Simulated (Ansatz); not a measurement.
Amorphous Si24O49Mg, 74 atoms at 2.22 g/cm³, one PBE-relaxed geometry, zone centre. Methods: PBE, scalar-relativistic without spin-orbit coupling (Ansatz, a program for electronic structure); r2SCAN, scalar-relativistic without spin-orbit coupling (Ansatz); HSE06, scalar-relativistic without spin-orbit coupling (Ansatz). Plane waves to 420 eV (r2SCAN 500 eV); exact exchange is cut at the cell's faces. At PBE the levels at the filled edge of the gap are localised (band-tail or defect states), and the nearest spread-out levels lie 5.4 eV apart at the zone centre. All rungs ran without spin polarisation.

It comes from a melt-quench run on a machine-learned potential (CHGNet), relaxed afterwards by DFT. O atoms were pushed apart under 1.9 Å during the dynamics, to hinder bonds among them. The hot cell started wider than the set density and was brought back towards it in steps. It is the lowest in DFT energy of 2 quenches. It is a model cell: composition and starting density were chosen by hand, and all elements were melted together. No dispersion term was used. Its density started from a set value of 2.22 and ended at 2.22 g/cm³. The simulated quench (nominally 320 K/ps over its main leg) is rapid and tends to freeze in more defects than a deposited or slowly cooled glass has. One small periodic cell is one sample of the glass; other quenches scatter about these values. The volume was held where the preparation left it and the shape relaxed, at a PBE pressure of 0.6 GPa. Stress components on the final sampling reach 0.7 GPa.

The relaxation ran on the zone centre alone. At PBE the level gap is 4.54 eV on a 2×2×2 Γ-centred mesh, and the spacing at the zone centre alone 4.54 eV.

**Question.** What zone-centre spacing does r2SCAN give, roughly?

**Answer.** 5.17 eV (+0.64 eV against PBE).

**Question.** What zone-centre spacing does HSE06 give, roughly?

**Answer.** 6.28 eV (+1.74 eV against PBE).

The highest filled and the lowest empty state spread over these numbers of atoms (participation numbers): PBE: 2.0 and 60.8; r2SCAN: 1.9 and 60.2; HSE06: 1.9 and 59.0.
